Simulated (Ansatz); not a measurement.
An Ansatz (a quantum-chemistry and plane-wave program) run: Sr with a change (isotropic strain −2.50 %); PBEsol, PAW, 420 eV (Ansatz; without spin-orbit coupling).

Input:

Ansatz 0.2 input:
```yaml
crystal:
  lattice:
    - [0, 2.8872293192, 2.8872293192]
    - [2.8872293192, 0, 2.8872293192]
    - [2.8872293192, 2.8872293192, 0]
  atoms:
    - { symbol: Sr, position: [0, 0, 0] }
basis: { ecutwfc: 420, ecutrho_ratio: 4, xc_grid: 2, fft_grid_basis: typed }
kpoints: { mp_grid: { grid: [14, 14, 14] } }
hamiltonian:
  xc: pbesol
  dispersion: none
  pseudopotentials: { kind: paw }
scf: { occupations: { method: fermi_dirac, width: 0.05 }, convergence: { dr2_threshold: 0.0000000001 } }
relax: { f_tol: 0.005, max_steps: 50 }
output: { forces: true, stress: true }
checkpoint: { write: state.ck, write_every: 1000 }
```

Output:

```
Relaxation: its limit of steps is 50 (relax.max_steps)
WARN ansatz: RAYON_NUM_THREADS=1 ignored (pool sized by the plan → 1); use --threads N
Pseudopotentials: kind: paw
Pseudopotential: Sr, paw, valence charge 10
Functional definition: PBEsol
Crystal: 1 atoms, lattice volume = 48.136 Å³
Basis set: ecut = 420 eV, 941 PW (Γ), exchange–correlation on 60×60×60 points (8 copies of the dense FFT grid, shifted against one another)
Bands: 9, of which v1, the nominal top of the filled ones, is band 5 counted from 1 (4 counted from 0)
Symmetry: 48 space group operations
Space group: Fm-3m (ITA 225), of the structure as read, at distance tolerance 3.6e-5 Å
k-points: 104 of 2744
PAW frozen core: Sr, regenerated for the run's functional, and the local potential with it
Initial density: superposition of atomic densities (neutral atoms: chi_scale 0, normalization atom), corrected by the library's trained network
Initial wavefunctions: pseudopotential atomic-orbital guess
Eigensolver: davidson
Functional: x = pbesol(κ = 0.804, μ = 0.12345679012345678), c = pbesol(β = 0.046)
SCF iter   1: F=—  HF=-3492.206644 eV  |F-HF|=—  |Δ(HF+E_count)|=         —  Δρ=1.55e-3  dr2=1.05e-3  ethr=1.77e-3  ⟨swp⟩=6.8  Hψ=8348  notcnv=0
all-band conjugate gradients solve this SCF's bands
preconditioner: auto → none
SCF iter   2: F=—  HF=-3492.207128 eV  |F-HF|=—  |Δ(HF+E_count)|=   4.83e-4  Δρ=8.34e-4  dr2=4.23e-4  ethr=1.05e-5  ⟨swp⟩=2.2  Hψ=2264  notcnv=0
SCF iter   3: F=—  HF=-3492.207103 eV  |F-HF|=—  |Δ(HF+E_count)|=   2.46e-5  Δρ=1.47e-4  dr2=8.48e-6  ethr=4.23e-6  ⟨swp⟩=2.1  Hψ=1153  notcnv=0
SCF iter   4: F=—  HF=-3492.207101 eV  |F-HF|=—  |Δ(HF+E_count)|=   2.40e-6  Δρ=3.67e-5  dr2=3.10e-7  ethr=8.48e-8  ⟨swp⟩=2.6  Hψ=1378  notcnv=0
SCF iter   5: F=—  HF=-3492.207102 eV  |F-HF|=—  |Δ(HF+E_count)|=   1.92e-6  Δρ=1.91e-6  dr2=1.15e-9  ethr=3.10e-9  ⟨swp⟩=2.3  Hψ=1426  notcnv=0
SCF iter   6: F=-3492.207102 eV  HF=-3492.207102 eV  |F-HF|=1.64e-11  |Δ(HF+E_count)|=  1.70e-10  Δρ=5.64e-7  dr2=4.88e-11  ethr=1.00e-12  ⟨swp⟩=5.9  Hψ=3648  notcnv=0
SCF 1 converged in 6 iterations: F = -3492.207102 eV  dr2 = 4.88e-11
relax step   1: F+E_penalty+E_count = -3492.20710248 eV  Δ(F+E_penalty+E_count) = +0.000e0 eV  max|allowed force component| = 0.000e0 eV/Å  Δτ_max = 0.0000 Å  (6 SCF iters, accepted)
SCF converged after 6 iterations
Free energy (F): -3492.207102 eV
Harris-Foulkes:  -3492.207102 eV  (|F-HF|=1.64e-11)
Internal energy: -3492.199558 eV  (E = F + TS)
E sigma→0 (E₀):  -3492.203330 eV
Entropy (-TS):   -0.007545 eV (-7.545 meV/atom)
Fermi energy:    5.977526 eV
--- Per-component energies (eV) ---
  E_band       = -125.118278
  E_kinetic    = 242.503799
  E_local      = -734.987835  (includes V_loc(G=0)·N_el)
  E_nonlocal   = 204.387599
  E_hartree    = 181.975700
  E_xc         = -169.962354
  E_vxc        = -159.262588  (∫ρ·V_xc dr)
  E_paw        = -2644.592128  (= ΣΔE_a)
  E_vpaw       = -41.710664  (= ΣTr[D̂ρ^β])
  E_aug_tail   = -0.000001  (compensation charges beyond the density's cutoff)
  E_ewald      = -571.658683
  E_core_change = 0.134347  (= ΣΔE_core)
  E_smearing   = -0.007545  (= −TS)
  E_closure    = -0.000000  (closes the sum)
  Σ components = -3492.207102   (vs F -3492.207102, Δ=0.00e0)
  [band-id]    e_kinetic+e_local+e_nonlocal+2·e_hartree+e_vxc+e_vpaw+e_augmentation_tail = -125.118292   (vs E_band -125.118278, Δ=-1.40e-5)
--- Forces (eV/Å), atoms counted from 1 ---
  atom   1  Sr    -0.00000000    -0.00000000     0.00000000
  max |Σ_I F_I| component: 2.38e-31 eV/Å
--- Stress (GPa, compression-positive) ---
        1.070539      -0.000000       0.000000
        0.000000       1.070539      -0.000000
        0.000000      -0.000000       1.070539
  P = ⅓ Tr σ = 1.0705 GPa (10.705 kbar)
  The stress holds the Pulay correction. Without it, at fixed plane waves, as pw.x and ABINIT print it: P = 1.0678 GPa
  The stress includes an estimate of the error left by incomplete SCF convergence (largest component 0.0001 GPa).
--- Band table ---
  band table: none
--- Relaxed structure (1 steps of the walk, 1 accepted, 0 SCFs on fresh bases) ---
  F+E_penalty+E_count = -3492.20710248 eV   max|allowed force component| = 0.000e0 eV/Å
  atoms:
    - { symbol: Sr, position: [0.0, 0.0, 0.0] }
```

No phonon test of stability was made. The cell was made from Sr in the fcc (Cu type) structure (space group Fm-3m, No. 225) by this change: isotropic strain −2.50 %.
